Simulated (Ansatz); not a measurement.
Abridged Ansatz (a first-principles code) output:

```
Relaxation: its limit of steps is 50 (relax.max_steps)
Pseudopotential: Cu, paw, valence charge 19
Pseudopotential: Au, paw, valence charge 19
Crystal: 2 atoms, lattice volume = 28.712 Å³
Basis set: ecut = 420 eV, 545 PW (Γ), exchange–correlation on 40×40×50 points (8 copies of the dense FFT grid, shifted against one another)
Bands: 23, of which v1, the nominal top of the filled ones, is band 19 counted from 1 (18 counted from 0)
Symmetry: 16 space group operations
k-points: 594 of 6400
Functional: x = pbesol(κ = 0.804, μ = 0.12345679012345678), c = pbesol(β = 0.046)
SCF iter   1: F=—  HF=-19596.000775 eV  |F-HF|=—  |Δ(HF+E_count)|=         —  Δρ=1.74e-2  dr2=5.18e-2  ethr=1.77e-3  ⟨swp⟩=5.0  Hψ=51211  notcnv=0
SCF iter   2: F=—  HF=-19595.991890 eV  |F-HF|=—  |Δ(HF+E_count)|=   8.88e-3  Δρ=3.05e-3  dr2=2.17e-3  ethr=1.36e-4  ⟨swp⟩=2.0  Hψ=23762  notcnv=0  defer=16
SCF 1 converged in 9 iterations: F = -19595.990833 eV  dr2 = 1.42e-10
relax step   1: F+E_penalty+E_count = -19595.99083286 eV  Δ(F+E_penalty+E_count) = +0.000e0 eV  max|allowed force component| = 6.409e-31 eV/Å  Δτ_max = 0.0000 Å  (9 SCF iters, accepted)
SCF converged after 9 iterations
Free energy (F): -19595.990833 eV
Internal energy: -19595.971761 eV  (E = F + TS)
E sigma→0 (E₀):  -19595.981297 eV
Entropy (-TS):   -0.019072 eV (-9.536 meV/atom)
Fermi energy:    19.152292 eV
--- Forces (eV/Å), atoms counted from 1 ---
  atom   1  Cu    -0.00000000     0.00000000     0.00000000
  atom   2  Au     0.00000000     0.00000000     0.00000000
--- Stress (GPa, compression-positive) ---
       -1.545885       0.000000       0.000000
        0.000000      -1.545885       0.000000
        0.000000       0.000000      -1.790155
  P = ⅓ Tr σ = -1.6273 GPa (-16.273 kbar)
--- Relaxed structure (1 steps of the walk, 1 accepted, 0 SCFs on fresh bases) ---
  atoms:
    - { symbol: Cu, position: [0.0, 0.0, 0.0] }
    - { symbol: Au, position: [0.5, 0.5, 0.49999999999999994] }
```

Problem. What was computed, and what are the main results?

Solution. CuAu, 2 atoms in the cell, with PBEsol/PAW in Ansatz, no spin-orbit coupling. The last SCF converged to F = -19595.990833 eV, or -9797.9954 eV per atom, at a pressure of -1.63 GPa. The total energy compares only with runs of the same code, potentials and settings.

The cells carry an imposed strain or load. Whether these cells are dynamically stable was not tested. All final runs are without spin polarisation. The cell was made from CuAu (space group P4/mmm, No. 123) by this change: uniaxial strain ε_zz = +1.00 %.

Keys are those of Ansatz 0.2.
